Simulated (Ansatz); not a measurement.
Pressure series in TiTe2

Consider TiTe2 in the CdI2 type structure (space group P-3m1, No. 164; layered, stacked along the Cartesian z axis).

```
TiTe2
1.0
    3.78396     0.00000     0.00000
   -1.89198     3.27701     0.00000
    0.00000     0.00000     6.60161
Ti Te
1 2
Direct
  0.00000   0.00000   0.00000
  0.33333   0.66667   0.25685
  0.66667   0.33333   0.74315
```

Cell and atoms are relaxed at each pressure.

All numbers come from r2SCAN+rVV10 (Ansatz, an electronic-structure program, PAW, no SOC).

Candidates:
(a) pressure 0.3 GPa
(b) pressure 5 GPa
(c) pressure −1 GPa
(d) pressure 0.7 GPa
(e) pressure 1.5 GPa

For the base:

```
Quantity   Result
---------  ------
c/a ratio   1.745
```

**Question.** Order them by c/a ratio, highest first.

**Answer.** (c) pressure −1 GPa (1.800), (a) pressure 0.3 GPa (1.738), (d) pressure 0.7 GPa (1.731), (e) pressure 1.5 GPa (1.719), (b) pressure 5 GPa (1.698)

Load acts through the strain it causes; cell and atoms are relaxed under it. Whether these cells are dynamically stable was not tested. No other phases were tried under pressure. All final runs are without spin polarisation.
